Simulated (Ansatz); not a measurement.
Mo: response to strain

Take Mo in the bcc (W type) structure (space group Im-3m, No. 229; a = 3.151 Å; relaxed with 0.1 eV smearing) as the base. Axes: x, y, z lie along the cube axes.

Strains are applied to the cell and any free atomic positions relax; under biaxial strain the out-of-plane vector relaxes too.

Level of theory: plane-wave PAW DFT at the r2SCAN level (Ansatz, an electronic-structure program, 500 eV), no spin-orbit coupling.

| biaxial strain, plane normal [111], relaxed out of plane (%) | out-of-plane strain (%) |
|---|---|
| -2.5 | 2.71 |
| -2.08 | 2.22 |
| -1.67 | 1.75 |
| -1.25 | ? |
| -0.83 | 0.84 |
| -0.42 | 0.42 |
| 0 | 0.00 |

**Question.** Fit ε⊥ = −νε + γε² (strains in %) to the rows shown and predict the withheld row.

**Answer.** Least squares on the printed values gives ν = 0.98 (the biaxial Poisson response) and γ = 0.043 (largest residual 0.00 %); this predicts 1.29 %, and the run gives 1.29 %, in agreement.

No phonon test of stability was made. All final runs are without spin polarisation.
